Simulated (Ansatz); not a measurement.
**ZnSiP2, response to strain**

The reference is ZnSiP2 in the chalcopyrite structure (space group I-42d, No. 122; a = 5.353 Å, c = 10.445 Å).

Strains are applied to the cell and any free atomic positions relax.

Computed with Ansatz (a quantum-chemistry and plane-wave program), PBEsol, PAW, cutoff 420 eV, no SOC.

Candidates:
(a) isotropic strain −1.50 %
(b) isotropic strain −0.75 %
(c) isotropic strain −3.00 %
(d) isotropic strain −2.25 %

Notes on the quantities. energy relative to the base: free energy F.

Task: Order them by energy relative to the base, highest first.

Result: (c) isotropic strain −3.00 % (+49 meV/atom), (d) isotropic strain −2.25 % (+27 meV/atom), (a) isotropic strain −1.50 % (+12 meV/atom), (b) isotropic strain −0.75 % (+2.8 meV/atom)

No phonon test of stability was made.
